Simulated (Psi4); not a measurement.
Psi4 1.11, unrestricted PBE0/def2-svpd: Ti(O)2 cation ([O]=[Ti]=[O]), charge +1, multiplicity 2, 3 atoms. The geometry is a generated start, not checked to be a minimum at this level.

- task = energy
- method = pbe0
- basis = def2-svpd
- memory = 3 GB
- maxiter = 100
- keys of the molecule block = symmetry c1
- scf_type = df (default)
- guess = auto, which took SAD (default)
- scf_initial_accelerator = adiis (default)
- e_convergence = 1e-06 (default)
- d_convergence = 1e-06 (default)
- dft_radial_points = 75 (default)
- dft_spherical_points = 302 (default)
- basis functions = 80
- grid points = 66246

```xyz
3

Ti     0.3568    -0.3079     0.3638
O      0.8649     0.3539    -1.0368
O     -1.2217    -0.0460     0.6730
```

Charge 1 and multiplicity 2 are set for this test and not shown to be the ground state.

One run each on 2 threads. Values of diis_max_vecs tried: 3, 6, 10 (default), 20.

Which value of diis_max_vecs needs the fewest SCF iterations, and what happens away from it?

Fewest SCF iterations, within one of each other: 10 (default) with 13, 20 with 13. The count rises to 23 at 3. All converge to one solution.

```tsv
diis_max_vecs	SCF iterations	end
3	23	same solution
6	15	same solution
10 (default)	13	same solution
20	13	same solution
```
